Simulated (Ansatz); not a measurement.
The (321) surface of bcc Na in its 1x1 cell, outermost plane spacing 1.12 Å in the ideal cut

The numbers are results of PBE (plane waves to 420 eV, PAW; Ansatz, a first-principles code), not measurements.

Model: 10-atom slab, 10.1 Å thick at the start (thin: gaps and levels are the slab's own), 10x4x1 mesh, Fermi-Dirac 0.1 eV, dipole correction, all atoms relaxed; held to the start's symmetry, so lower structures may exist; no spin, no spin-orbit, no U.

```json
{
  "surface energy (mean of both faces)": "15 meV/Å^2",
  "surface_energy_before_relaxation": "0.24 J/m²",
  "work_function_of_the_top_face": "2.78 eV",
  "energy_released_by_relaxation": "0.026 eV",
  "cost": "around 6 core-minutes (rough)"
}
```
